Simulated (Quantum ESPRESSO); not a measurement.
**Convergence study of the k-point mesh at a smearing width of 0.3 eV for Li (Im-3m, 1 atom in the cell)**

```yaml
crystal:
  lattice:
    - [1.75023, 1.75023, 1.75023]
    - [-1.75023, 1.75023, 1.75023]
    - [-1.75023, -1.75023, 1.75023]
  atoms:
    - { symbol: Li, position: [0.00000, 0.00000, 0.00000] }
```

Level of theory: PBEsol, PseudoDojo standard norm-conserving (PBESOL) pseudopotentials (plane waves; Quantum ESPRESSO).

Base settings: ecutwfc = 75 Ry; occupations = smearing; smearing = gaussian; degauss = 0.0073499 Ry; potentials = {Li: Li.upf}; K_POINTS = automatic 13 13 13 0 0 0; conv_thr = 1e-09 Ry; mixing_beta = 0.4.

In this ladder: degauss = 0.02205 Ry.

Only quantities that move along the ladder and can be compared are tabulated.

The count of work is k-points × plane waves × bands × iterations; it is no time. 

The starting cell has typed, rounded lattice constants, without a prior relaxation at this level. Its lattice was rescaled by up to half a per cent.

| K_POINTS | free energy less the last step's (meV/atom) | pressure (GPa) | count of work / last |
|---|---|---|---|
| automatic 5 5 5 0 0 0 | -10.26 | -0.74 | 0.012 |
| automatic 6 6 6 0 0 0 | 17.23 | -0.60 | 0.020 |
| automatic 7 7 7 0 0 0 | -3.02 | -0.70 | 0.024 |
| automatic 8 8 8 0 0 0 | 5.20 | -0.69 | 0.043 |
| automatic 10 10 10 0 0 0 | 3.22 | -0.68 | 0.059 |
| automatic 12 12 12 0 0 0 | 1.26 | -0.68 | 0.090 |
| automatic 14 14 14 0 0 0 | 0.01 | -0.70 | 0.13 |
| automatic 17 17 17 0 0 0 | 0.22 | -0.70 | 0.20 |
| automatic 26 26 26 0 0 0 | 0.00 | -0.70 | 0.64 |
| automatic 31 31 31 0 0 0 | 0.00 | -0.70 | 1.0 |

Coarsest K_POINTS that holds the free energy within 2 meV/atom of the last step, with all finer ones: automatic 12 12 12 0 0 0, at 0.090 of the last step's count of work; the step before is off by 3.2 meV/atom.

Coarsest K_POINTS that holds the pressure within 0.05 GPa of the last step, with all finer ones: automatic 7 7 7 0 0 0, at 0.024 of the last step's count of work; the step before is off by 0.11 GPa.
